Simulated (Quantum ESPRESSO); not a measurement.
Pressure against volume in hcp Ru (space group 194) (Quantum ESPRESSO, PBE)

```
CELL_PARAMETERS angstrom
      2.66181     0.00000     0.00000
     -1.33091     2.30520     0.00000
      0.00000     0.00000     4.20390
ATOMIC_POSITIONS crystal
  Ru 0.66667 0.33333 0.75000
  Ru 0.33333 0.66667 0.25000
```

Method of the run: PBE, GBRV 1.5 ultrasoft (PBE) pseudopotentials (plane waves; Quantum ESPRESSO). Settings: ecutwfc = 52 Ry; ecutrho = 416 Ry; occupations = smearing; smearing = fermi-dirac; degauss = 0.0036749 Ry; potentials = {Ru: ru_pbe_v1.2.uspp.F.UPF}; K_POINTS = automatic 25 25 14 0 0 0; conv_thr = 1e-10 Ry; mixing_beta = 0.7. The cell above is the first row's. The rows scale it uniformly. In all rows fractional positions and the k mesh are held.

```csv
V (Å^3/atom),P (GPa)
12.898,?
13.178,14.56
13.458,6.90
13.739,0.11
14.019,-5.92
14.299,-11.27
14.580,-16.01
14.860,-20.19
15.141,-23.90
```

**Question.** Using a cubic, estimate the missing P at V = 12.898 from the other rows, showing the fit.

**Answer.** With u = V - 14.2, the rows have u = -1.0220, -0.7420, -0.4610, -0.1810, 0.0990, 0.3800, 0.6600, 0.9410. Least squares gives P = -9.455 - 18.7220·u + 4.0996·u² - 0.5536·u³. Residuals (row less fit): 0.008, -0.020, 0.009, 0.009, -0.001, -0.002, -0.005, 0.004; standard error 0.013 (degrees of freedom: 4). The fitted pressure is zero at V0 = 13.74, where dP/dV = -22.81, so B0 = -V0·dP/dV = 314 GPa. At the withheld row, u = -1.3020, so P = -9.455 - 18.7220 × (-1.3020) + 4.0996 × (-1.3020)² - 0.5536 × (-1.3020)³ = 23.093 GPa. The calculation gives 23.19 GPa, 0.097 GPa above the prediction (0.2 % of the range of P in the table). The row lies outside the fitted rows, so this is an extrapolation. From the scatter of the fitted rows alone, a prediction at this place has a standard error of 0.034 GPa, so the miss is 2.8 times that.

Carrying the step between the two nearest rows on in a straight line would have given 22.22, off by 0.97; series whose last step already gives the withheld value aren't shown. The scan was laid around a cell of about the measured size, scaled by a guess for this functional; axis ratios and inner coordinates come from that cell. The runs keep the symmetry of the cell, so they don't test it for distortions. Spin polarisation is off. The shape of the cell and the inner coordinates aren't relaxed, so V0 and B0 belong to this uniform scaling; a relaxed crystal lies no higher in energy and is usually softer. Cutoffs and mesh are single choices, not tested for convergence of this quantity. Series with a scatter that would blur these digits, or in which a gap closes, are not shown.
